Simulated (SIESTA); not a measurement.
# Worked example: self-consistent single point of BaNiF6 (R-3m, 8 atoms in the cell) in SIESTA

Computed with LDA PW92, numerical atomic orbitals DZP, PseudoDojo LDA standard norm-conserving potentials (rewritten from UPF to PSML) in SIESTA.

The input file:

```
# files in the folder: Ba.psml Ni.psml F.psml (PseudoDojo LDA standard)
SystemName  BaNiF6
SystemLabel BaNiF6

NumberOfAtoms                8
NumberOfSpecies              3
%block ChemicalSpeciesLabel
  1 56 Ba
  2 28 Ni
  3 9 F
%endblock ChemicalSpeciesLabel
LatticeConstant              1.0 Ang
%block LatticeVectors
     3.584043000    2.069248000    2.278398000
    -3.584043000    2.069248000    2.278398000
     0.000000000   -4.138497000    2.278398000
%endblock LatticeVectors
AtomicCoordinatesFormat      Bohr
%block AtomicCoordinatesAndAtomicSpecies
     0.000000000   -0.000000945    6.458322334  1
     0.000000000    0.000000000    0.000000000  2
     0.000000000    5.170879145    6.644838683  3
     0.000000000   -5.170881035    6.271805985  3
    -4.478113233   -2.585441031    6.644838683  3
     4.478113233    2.585439141    6.271805985  3
     4.478113233   -2.585441031    6.644838683  3
    -4.478113233    2.585439141    6.271805985  3
%endblock AtomicCoordinatesAndAtomicSpecies

XC.functional                LDA
XC.authors                   PW92
PAO.BasisSize                DZP
PAO.EnergyShift              0.005 Ry
MeshCutoff                   400 Ry
%block kgrid.MonkhorstPack
    4   0   0  0.0
    0   4   0  0.0
    0   0   4  0.0
%endblock kgrid.MonkhorstPack
OccupationFunction           FD
ElectronicTemperature        0.05 eV

MaxSCFIterations             150
SCF.Mixer.Method             Broyden
SCF.Mixer.Weight             0.1
SCF.Mixer.History            6
SCF.DM.Tolerance             1.0E-05
Diag.ParallelOverK           true
WriteForces                  true
```

Output, abridged:

```
reinit: Reading from file input.fdf

reinit: System Name: BaNiF6
reinit: System Label: BaNiF6

coor:   Atomic-coordinates input format  =     Cartesian coordinates
coor:                                            (in Bohr units)

siesta: Atomic coordinates (Bohr) and species
siesta:      0.00000  -0.00000   6.45832  1        1
siesta:      0.00000   0.00000   0.00000  2        2
siesta:      0.00000   5.17088   6.64484  3        3
siesta:      0.00000  -5.17088   6.27181  3        4
siesta:     -4.47811  -2.58544   6.64484  3        5
siesta:      4.47811   2.58544   6.27181  3        6
siesta:      4.47811  -2.58544   6.64484  3        7
siesta:     -4.47811   2.58544   6.27181  3        8

siesta: System type = bulk

initatomlists: Number of atoms, orbitals, and projectors:      8   106   114

siesta: ******************** Simulation parameters ****************************
redata: Spin configuration                          = none
redata: Time-Reversal Symmetry                      = T
redata: Number of Atomic Species                    =        3
redata: Mesh Cutoff                                 =   400.0000 Ry
redata: Net charge of the system                    =     0.0000 |e|
redata: Min. number of SCF Iter                     =        0
redata: Max. number of SCF Iter                     =      150
redata: SCF convergence failure will abort job
redata: SCF mix quantity                            = Hamiltonian
redata: Mix DM or H after convergence               =   F
redata: Recompute H after scf cycle                 =   F
redata: Mix DM in first SCF step                    =   T
redata: No kicks to SCF
redata: DM Mixing Weight for Kicks                  =     0.5000
redata: Require Harris convergence for SCF          =   F
redata: Harris energy tolerance for SCF             =     0.000100 eV
redata: Require DM convergence for SCF              =   T
   [... lines left out ...]
diag: Parallel distribution                         =     1 x     1
diag: Used triangular part                          = Lower
diag: Absolute tolerance                            =  0.100E-15
diag: Orthogonalization factor                      =  0.100E-05
diag: Memory factor                                 =  1.0000

superc: Internal auxiliary supercell:     5 x     5 x     5  =     125
superc: Number of atoms, orbitals, and projectors:   1000  13250  14250

                        Single-point calculation

superc: Internal auxiliary supercell:     5 x     5 x     5  =     125
superc: Number of atoms, orbitals, and projectors:   1000  13250  14250

outcell: Unit cell vectors (Ang):
        3.584043    2.069248    2.278398
       -3.584043    2.069248    2.278398
        0.000000   -4.138497    2.278398

outcell: Cell vector modules (Ang)   :    4.724219    4.724219    4.724220
outcell: Cell angles (23,13,12) (deg):     98.6912     98.6912     98.6912
outcell: Cell volume (Ang**3)        :    101.3834
new_DM -- step:     1
Initializing Density Matrix...

Attempting to read DM from file... Failed...
DM filled with atomic data:

InitMesh: MESH = 60 x 60 x 60 = 216000
InitMesh: Mesh cutoff (required, used) =   400.000   471.151 Ry

stepf: Fermi-Dirac step function
        iscf     Eharris(eV)        E_KS(eV)     FreeEng(eV)     dDmax    Ef(eV) dHmax(eV)
   scf:    1    -9236.695199    -9310.483729    -9310.483729  1.694141 -3.076950 39.587044
   scf:    2    -9342.799615    -9328.168719    -9328.168719  0.418414 -5.728262 24.568388
   scf:    3    -9322.727661    -9337.122655    -9337.122655  0.568655 -8.772434 12.864447
   scf:    4    -9335.924580    -9336.533923    -9336.533924  0.013362 -8.796936 13.963090
   scf:    5    -9334.519609    -9335.550339    -9335.550341  0.020345 -8.831797 15.628341
   scf:    6    -9335.537924    -9335.544132    -9335.544135  0.000190 -8.832258 15.638566
   [... 11 lines left out ...]
   scf:   18    -9340.435270    -9340.435270    -9340.435271  0.000036 -8.120431  0.001366
   scf:   19    -9340.435270    -9340.435270    -9340.435271  0.000031 -8.120357  0.000856
   scf:   20    -9340.435270    -9340.435270    -9340.435271  0.000019 -8.120318  0.000576
   scf:   21    -9340.435270    -9340.435270    -9340.435271  0.000013 -8.120281  0.000510
   scf:   22    -9340.435270    -9340.435270    -9340.435271  0.000009 -8.120264  0.000453
SCF Convergence by DM+H criterion
max |DM_out - DM_in|         :     0.0000087144
max |H_out - H_in|      (eV) :     0.0004532360
SCF cycle converged after 22 iterations

Using DM_out to compute the final energy and forces

siesta: E_KS(eV) =            -9340.4353

siesta: E_KS - E_eggbox =     -9340.4353

siesta: Atomic forces (eV/Ang):
     1   -0.000000   -0.000000   -0.000000
     2   -0.000000   -0.000000    0.000000
     3   -0.000000   -0.648347   -0.460635
     4    0.000000    0.648347    0.460634
     5    0.561484    0.324172   -0.460631
     6   -0.561484   -0.324172    0.460631
     7   -0.561484    0.324172   -0.460631
     8    0.561484   -0.324172    0.460631
   Tot   -0.000000    0.000000    0.000000
   Max    0.648347
   Res    0.397660    sqrt( Sum f_i^2 / 3N )
   Max    0.648347    constrained

Stress tensor Voigt[x,y,z,yz,xz,xy] (kbar):      -24.34      -24.34      -28.93       -0.00        0.00       -0.00
(Free)E + p*V (eV/cell)    -9338.7983
Target enthalpy (eV/cell)    -9340.4353

siesta: Program's energy decomposition (eV):
siesta: Ebs     =     -1680.801992
siesta: Eions   =     13553.541358
siesta: Ena     =      1914.735269
siesta: Ekin    =      4963.632463
siesta: Enl     =     -1061.108832
siesta: Eso     =         0.000000
siesta: Edftu   =         0.000000
siesta: DEna    =        27.818524
siesta: DUscf   =         3.968747
siesta: DUext   =         0.000000
siesta: Ex      =     -1489.924722
siesta: Ec      =      -146.015362
siesta: Exc     =     -1635.940084
siesta: Eharris =     -9340.435270
siesta: Etot    =     -9340.435270
siesta: FreeEng =     -9340.435271

siesta: Atomic forces (eV/Ang):
siesta:      1   -0.000000   -0.000000   -0.000000
siesta:      2   -0.000000   -0.000000    0.000000
siesta:      3   -0.000000   -0.648347   -0.460635
siesta:      4    0.000000    0.648347    0.460634
siesta:      5    0.561484    0.324172   -0.460631
siesta:      6   -0.561484   -0.324172    0.460631
siesta:      7   -0.561484    0.324172   -0.460631
siesta:      8    0.561484   -0.324172    0.460631
siesta: ----------------------------------------
siesta:    Tot   -0.000000    0.000000    0.000000

siesta: Stress tensor (static) (eV/Ang**3):
siesta:    -0.015191   -0.000000    0.000000
siesta:    -0.000000   -0.015191   -0.000000
siesta:     0.000000   -0.000000   -0.018058

siesta: Cell volume =        101.383357 Ang**3

siesta: Pressure (static):
siesta:                Solid            Molecule  Units
siesta:           0.00017586          0.00056680  Ry/Bohr**3
siesta:           0.01614674          0.05204103  eV/Ang**3
siesta:          25.86993629         83.37891450  kBar
```

The run converged in 22 iterations.

The starting cell comes from a database of computed structures (which also holds hypothetical and non-ambient phases and stackings), without a prior relaxation at this level. Its lattice was rescaled by a random factor within 2.5 % of one. Values carry the incompleteness of an atom-centred basis.

Cost on one core of a shared machine: roughly 2 min.
